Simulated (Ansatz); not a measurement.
**Pressure series in NiAgO2**

The reference is NiAgO$_{2}$ (space group P6_3/mmc, No. 194; a = 2.9022 Å, c = 12.1743 Å; ferromagnetic; a cell from a computed database, its experimental status unchecked).

Cell and atoms are relaxed at each pressure.

Level of theory: PBEsol, PAW, 420 eV (Ansatz, a quantum-chemistry and plane-wave program; scalar-relativistic without spin-orbit coupling).

Notes on the quantities. enthalpy: H = E + PV relative to the base's energy.

| variant | largest site moment | enthalpy | volume per atom |
|---|---|---|---|
| base | 0.59 μB | – | 11.10 Å³ |
| pressure −1 GPa | 0.60 μB | -0.07 eV/atom | 11.17 Å³ |
| pressure 0.3 GPa | 0.59 μB | +0.02 eV/atom | 11.08 Å³ |
| pressure 0.7 GPa | 0.59 μB | +0.05 eV/atom | 11.05 Å³ |
| pressure 1.5 GPa | 0.59 μB | +0.10 eV/atom | 11.00 Å³ |
| pressure 3 GPa | 0.58 μB | +0.21 eV/atom | 10.91 Å³ |
| pressure 5 GPa | 0.57 μB | +0.34 eV/atom | 10.79 Å³ |
| pressure 7.5 GPa | 0.56 μB | +0.51 eV/atom | 10.65 Å³ |

Load acts through the strain it causes; cell and atoms are relaxed under it. Whether these cells are dynamically stable was not tested. No other phases were tried under pressure. No Hubbard U is applied and the magnetic state is the run's own (NiAgO2 ferromagnetic); other magnetic orders, which need larger cells, were not tried and can change the gap.
